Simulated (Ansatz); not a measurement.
## AlP (F-43m): band-edge transport data

Consider the following.

```
AlP
1.0
    0.00000     2.65018     2.65018
    2.65018     0.00000     2.65018
    2.65018     2.65018     0.00000
Al P
1 1
Direct
  0.00000   0.00000   0.00000
  0.75000   0.75000   0.75000
```

Calculation: PBEsol with spin-orbit coupling, rigid bands (plane waves, PAW; Ansatz, a quantum-chemistry and plane-wave program). Condition of this run: hydrostatic pressure 10 GPa (the target of the relaxation). Cell: cell and atoms relaxed with PBEsol, then loaded as said.

```
Property                                                                                                                                                       Value
---------------------------------------------------------------------------------------------------------------------------------------  ---------------------------
band gap                                                                                                                                                     1.23 eV
electron conductivity mass (300 K, dilute)                                                                                                                   0.31 mₑ
hole conductivity mass (300 K, dilute)                                                                                                                       0.66 mₑ
effective density of states N_c (300 K)                                                                                                                  1.5e19 cm⁻³
effective density of states N_v (300 K)                                                                                                                  5.8e19 cm⁻³
density-of-states mass, electrons                                                                                                                            0.71 mₑ
density-of-states mass, holes                                                                                                                                1.76 mₑ
Seebeck coefficient, n-type 1e19 cm⁻³, 300 K                                                                                                               -254 μV/K
best n-type power factor at 300 K for τ = 10 fs (best axis; densities from 1e16 to 1e21 cm⁻³ tried, whether or not they can be reached)  7.6 μW/(cm·K²) at 3e19 cm⁻³
Seebeck coefficient, p-type 1e19 cm⁻³, 300 K                                                                                                                400 μV/K
best p-type power factor at 300 K for τ = 10 fs (best axis; densities from 1e16 to 1e21 cm⁻³ tried, whether or not they can be reached)   24 μW/(cm·K²) at 3e20 cm⁻³
```

Rigid bands; masses and Seebeck coefficients take one relaxation time τ for all states and one kind of carrier; polarons and phonon drag are left out.
